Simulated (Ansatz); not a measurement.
The starting structures come from a database of crystals and need not be the phases stable at ambient conditions.

By PBEsol, the system below comes out a metal.

Without scattering a metal conducts by its projected Fermi surface.

Here is the system:

```
Al3Ti
1.0
    3.82221     0.00000     0.00000
    0.00000     3.82221     0.00000
    1.91111    -1.91111     4.40909
Ti Al
1 3
Direct
  0.00000   0.00000   0.00000
  0.50000   0.50000   0.00000
  0.25000   0.25000   0.50000
  0.75000   0.75000   0.50000
```

Space group of this cell: I4/mmm. The cell is strained (lengths along the current scaled by 1.03, ions clamped); by PBEsol its mean pressure is -3.4 GPa.

The current flows along the normal of the first two printed cell vectors, the (001) (indices of the unstrained crystal) plane of the conventional cell. No spin-orbit coupling; the value is a mean over 0.1 eV about the Fermi level.

Problem. Give the ballistic conductance per area that PBEsol in Ansatz (a first-principles code) yields.

Solution. 0.46 × 10¹⁵ S/m² for both spins.
